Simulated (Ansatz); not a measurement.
C on the 1x1 (111) surface of fcc Cu, one in a 1x1 cell, started at the site 'hollow Cu-Cu-Cu over Cu at depth 4.1 Å'

These are PBE (plane waves to 420 eV, PAW; Ansatz, a program for electronic structure) values and carry that method's errors.

Set-up: 5 atoms, 6.2 Å thick at the start under the adsorbate (thin: gaps and levels are the slab's own); mesh 12x12x1; 0.1 eV smearing; dipole correction on; 2 atoms held, the rest relaxed; held to the start's symmetry, so lower structures may exist; spin-polarised, no spin-orbit, no U, no dispersion correction. The starting moment vanished. At the end it is bonded to 3 Cu. In PBE it is, or lies within 0.03 eV of, the lowest of the starts that converged.

- adsorption energy against an atom of graphite = 4.14 eV
- work function of the top face = 6.98 eV
- change of the work function = 2.20 eV
- change of the step from the bottom to the top vacuum level, against the clean slab = 2.17 eV
- energy released by relaxation = 0.071 eV
- height of the binding atom over the mean of the host atoms within 0.3 Å of the top one = 1.378 Å
- magnetic moment of the cell = 0.00 μB
- nearest host atoms of the binding atom = Cu at 2.02 Å, Cu at 3.82 Å, Cu at 5.61 Å
- largest move of a host atom = 0.09 Å
- cost = roughly 2.5 core-minutes

A negative adsorption energy means that the adsorbate is more stable on the surface than in its reference.
